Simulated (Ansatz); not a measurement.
Functionals compared on N on the 1x1 (110) surface of 3C silicon carbide (cut with top plane C + Si), one in a 2x2 cell, started at the site 'bridge C-Si (span 3.9 Å)', in Ansatz (plane waves, PAW). The structure was relaxed with PBE; the other rows are single points on it, each with its references at the same level. Cutoff 420 eV (500 eV for r2SCAN).

Host crystal: 3C silicon carbide, with a band gap (PBE, scalar-relativistic without spin-orbit coupling).

Model: 49-atom slab, 7.7 Å thick at the start under the adsorbate (thin: gaps and levels are the slab's own), 3x3x1 mesh, Fermi-Dirac 0.01 eV, dipole correction, 24 atoms held, the rest relaxed; no symmetry held; spin-polarised, ending with about 1.0 μB a cell; orders that need a larger cell were not tried, no spin-orbit, no U, no dispersion correction. At the end it is bonded to C + 2 Si. In PBE this state lies 0.08 eV over the lowest of the starts that converged ('top C'). These notes are the PBE run's. r2SCAN: The program's check for a lower electronic state was not made. Adsorption energies are against ½ N2(g). A negative adsorption energy means that the adsorbate is more stable on the surface than in its reference.

```json
[
 {"functional": "PBE", "adsorption energy (eV)": "0.80", "magnetic moment of the cell (μB)": "1.00", "rough cost of the single point": "–"},
 {"functional": "RPBE", "adsorption energy (eV)": "?", "magnetic moment of the cell (μB)": "1.00", "rough cost of the single point": "around 5 core-minutes (rough)"},
 {"functional": "r2SCAN", "adsorption energy (eV)": "0.86", "magnetic moment of the cell (μB)": "1.00", "rough cost of the single point": "about 8 core-minutes (a rough figure)"}
]
```

Task: What belongs in the gaps?

Result: 
- RPBE, adsorption energy (eV): 0.96

Ansatz is an electronic-structure program.
